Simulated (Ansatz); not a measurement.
MgB2 under load (space group P6/mmm), PBEsol, DFPT electron-phonon coupling, linearised Boltzmann equation (Ansatz, a program for electronic structure). Condition of this run: hydrostatic pressure 15 GPa (the target of the relaxation). Phonon-limited resistivity 4.26 μΩ·cm at 300 K along y (a = (3.00, 0.00, 0.00) Å; b = (-1.50, 2.59, 0.00) Å; c = (0.00, 0.00, 3.35) Å), 7.76 μΩ·cm at 400 K, current-weighted mean free path 24 nm, Drude plasma energy 7.49 eV.

### Question
What temperature coefficient of resistance follows, and how does it compare with 1/T?

### Answer
(ρ₄₀₀ − ρ₃₀₀)/(100 K × ρ₃₀₀) = 8.22×10⁻³ K⁻¹, against 1/T = 3.33×10⁻³ K⁻¹ for a resistivity proportional to T. It lies higher because phonons are still being populated at 300 K; impurities would add a constant and lower it.

### Question
Estimate the electronic thermal conductivity at 300 K by the Wiedemann-Franz law (L₀ = 2.44×10⁻⁸ W·Ω/K²).

### Answer
L₀T/ρ = 2.44×10⁻⁸ × 300/(4.26×10⁻⁸) = 172 W/(m·K). Inelastic scattering puts the true Lorenz number somewhat under L₀ near and below the Debye temperature.

### Question
What is the classical skin depth at 1 GHz (nonmagnetic, μ₀ = 1.257×10⁻⁶ H/m)?

### Answer
δ = √(ρ/(π f μ₀)) = 3280 nm.

A metal at this level (no band gap). Only scattering by harmonic phonons is included (no impurities, grain boundaries, electron-electron scattering or thermal expansion). Spin-orbit coupling is left out. The squared frequency of the phonon mode least converged on the k mesh is uncertain by about 17 %. Halving the electron mesh (32x32x24) moves the resistivity by up to 2 % at 300 K, the mean free path by up to 3 %. Smearing 0.20 eV; phonons on a 5x5x4 q mesh, which this run doesn't test.
